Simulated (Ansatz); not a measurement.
The parent structure is NaCaF₃ in the cubic perovskite structure (space group Pm-3m, No. 221; a = 4.372 Å; a hypothetical phase, not in the database extracts checked).

Levels (all Ansatz, a program for electronic structure, PAW): PBEsol (420 eV, spin-orbit coupling left out); r2SCAN (500 eV, no SOC).

The geometry is relaxed with PBEsol.

PBEsol lowest conduction level above the VBM at special points: Γ 5.11 eV; X 7.24 eV; M 8.28 eV; R 8.59 eV
PBEsol smallest direct gap: 5.26 eV
PBEsol gap character: indirect, R → Γ

Problem. How does going to r2SCAN change the lowest conduction level above the VBM at special points, smallest direct gap and gap character?

Solution. The lowest conduction level above the VBM at special points becomes Γ 5.95 eV; X 8.10 eV; M 9.19 eV; R 9.59 eV (PBEsol: Γ 5.11 eV; X 7.24 eV; M 8.28 eV; R 8.59 eV); the smallest direct gap increases by 0.82 eV to 6.08 eV; the gap character remains indirect, R → Γ.

Single points use the geometry relaxed with PBEsol. Stability against distortions was not tested. Many cubic perovskites are stable only at high temperature; tilts and polar distortions were not tested.
